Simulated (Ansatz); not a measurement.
## Hypothetical P4_2/mnm GaN: pressure series

The reference is GaN (space group P4_2/mnm, No. 136; a = 5.4704 Å, c = 3.1829 Å; a hypothetical phase, not in the database extracts checked).

Cell and atoms are relaxed at each pressure.

Levels (all Ansatz, a quantum-chemistry and plane-wave program, PAW): PBEsol (420 eV, no spin-orbit coupling); HSE06 (420 eV, spin-orbit coupling left out).

Band gaps by level, all at the geometries relaxed with PBEsol:

```
case               PBEsol       HSE06
----------------  -------  ----------
base              1.87 eV     3.18 eV
pressure −2 GPa   1.81 eV  (withheld)
pressure −1 GPa   1.84 eV     3.14 eV
pressure 0.3 GPa  1.88 eV     3.19 eV
pressure 0.7 GPa  1.90 eV     3.20 eV
pressure 1.5 GPa  1.92 eV     3.23 eV
pressure 3 GPa    1.97 eV     3.29 eV
pressure 7.5 GPa  2.10 eV  (withheld)
```

Problem. Complete the table.

Solution. 
- pressure −2 GPa, HSE06: 3.10 eV
- pressure 7.5 GPa, HSE06: 3.44 eV

Single points use the geometry relaxed with PBEsol. HSE06 gaps are upper bounds (no full band path). Load acts through the strain it causes; cell and atoms are relaxed under it. Stability against distortions was not tested. No other phases were tried under pressure.
